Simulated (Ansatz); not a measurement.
Effect of tensor shear ε_yz = −3.68 % on BAs

Consider BAs in the zinc blende structure (space group F-43m, No. 216; a = 4.7677 Å). Axes: x, y, z lie along the cube axes.

Perturbation: a pure shear with ε_yz = ε_zy = -0.0368; the atoms relax in the strained cell.

Calculations: PBEsol (Ansatz, a program for electronic structure, PAW, spin-orbit coupling left out), earlier PAW set. Settings: 12×12×12 k-points, 0.05 eV Fermi–Dirac smearing.

| quantity | base | changed | shift |
|---|---|---|---|
| volume per atom | 13.55 Å³ | 13.53 Å³ | -0.02 Å³ |
| space group | F-43m (No. 216) | Imm2 (No. 44) | – |
| shortest interatomic distance | 2.064 Å | 2.034 Å | -0.030 Å |
| energy relative to the base (free energy F) | 0 meV/atom | +35 meV/atom | +35 meV/atom |
| pressure (mean of the normal stresses, compression positive) | 0.00 GPa | 0.55 GPa | +0.55 GPa |
| band gap | 1.08 eV | 0.23 eV | -0.85 eV |
| gap character | – | indirect, Γ → X | – |
| smallest direct gap | 3.25 eV | 2.37 eV | -0.88 eV |
| valence-band top at Γ (three highest levels, from the VBM) | 0.00, 0.00, 0.00 eV | 0.00, -0.42, -0.63 eV | – |
| valley order (the lowest conduction-band minima on the path, energy above the VBM, named in the base's zone) | a point along ⟨100⟩, about 1.1 Å⁻¹ from Γ 1.08 eV | X along [100] 0.23 eV; a point along [001], about 1.0 Å⁻¹ from Γ 0.75 eV | – |
| largest internal atomic displacement | – | 0.017 Å | – |
| stress (xx, yy, zz, yz, xz, xy; compression positive) | – | (-0.13, 0.89, 0.89, 11.09, 0.00, 0.00) GPa | – |

Stability against distortions was not tested. A zero or small gap of BAs under tensor shear ε_yz = −3.68 % can be the functional's error rather than a property of the material. Labels are those of the standard path for the cell's own space group.
